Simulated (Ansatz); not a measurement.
## A computed series for InSb: response to strain

Start from InSb in the zinc blende structure (space group F-43m, No. 216; a = 6.5559 Å). Axes: x, y, z lie along the cube axes.

Strains are applied to the cell and any free atomic positions relax; under biaxial strain the out-of-plane vector relaxes too; under stress the whole cell relaxes.

Levels (all Ansatz, a first-principles code, PAW): r2SCAN (500 eV, no spin-orbit coupling); HSE06 (420 eV, without spin-orbit coupling).

Band gaps by level, all at the geometries relaxed with r2SCAN:

```json
[
 {"case": "base", "r2SCAN": "zero", "HSE06": "0.26 eV"},
 {"case": "biaxial strain +0.57 %, plane normal [001], relaxed out of plane", "r2SCAN": "zero", "HSE06": "0.19 eV"},
 {"case": "biaxial strain −1.22 %, plane normal [111], relaxed out of plane", "r2SCAN": "0.08 eV", "HSE06": "0.32 eV"},
 {"case": "biaxial strain +1.04 %, plane normal [111], relaxed out of plane", "r2SCAN": "zero", "HSE06": "0.13 eV"},
 {"case": "uniaxial stress, 1 GPa compression along x", "r2SCAN": "zero", "HSE06": "0.19 eV"},
 {"case": "tensor shear ε_xz = +1.18 %", "r2SCAN": "zero", "HSE06": "0.18 eV"}
]
```

Single points use the geometry relaxed with r2SCAN. HSE06 gaps are upper bounds (no full band path). Spin-orbit coupling, missing from the scalar runs, can matter with Sb. Stability under load was not tested beyond the relaxation. All final runs are without spin polarisation. Gaps under 0.05 eV, about the width of the smearing, are given as zero. A zero or small gap of InSb can be the functional's error rather than a property of the material.
